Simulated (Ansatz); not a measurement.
System: GeS (model structure, started from the 6H type, P6₃mc, No. 186, 12 atoms in the cell). Method: PBEsol in Ansatz (PAW).

Run with plane-wave cutoff 520 eV, 18×18×4 k mesh (along the axes of the cell as run), Fermi–Dirac smearing 0.05 eV, scalar-relativistic PAW data made under PBE.

Cell (relaxed at this level):

```xyz
12
Lattice="4.5440 0.0000 0.0000 -2.2720 3.9353 0.0000 0.0000 0.0000 15.2891" Properties=species:S:1:pos:R:3 pbc="T T T"
Ge     0.0000     0.0000     0.2996
Ge     0.0000     0.0000     7.9442
Ge     2.2720     1.3118    12.9026
Ge     0.0000     2.6235     5.2581
Ge     2.2720     1.3118     2.8523
Ge     0.0000     2.6235    10.4968
S      0.0000     0.0000    13.1455
S      0.0000     0.0000     5.5009
S      2.2720     1.3118    10.4638
S      0.0000     2.6235     2.8192
S      2.2720     1.3118     0.4503
S      0.0000     2.6235     8.0949
```

Question: Estimate the band gap and direct gap at Γ that the calculation returns.

Answer: 
- band gap = 0.59 eV (on the SCF k mesh)
- direct gap at Γ = 1.77 eV

Note: the relaxation could raise the start's symmetry but not lower it, so the cell can be a saddle point.

Spin–orbit coupling is not included.

The computed numbers hold no vibrational or temperature effects.

A model structure was made by putting elements into a prototype or built by hand; it is no filed structure, need not be a known phase, and can be a saddle point held by its symmetry.

Ansatz is a program for electronic structure.
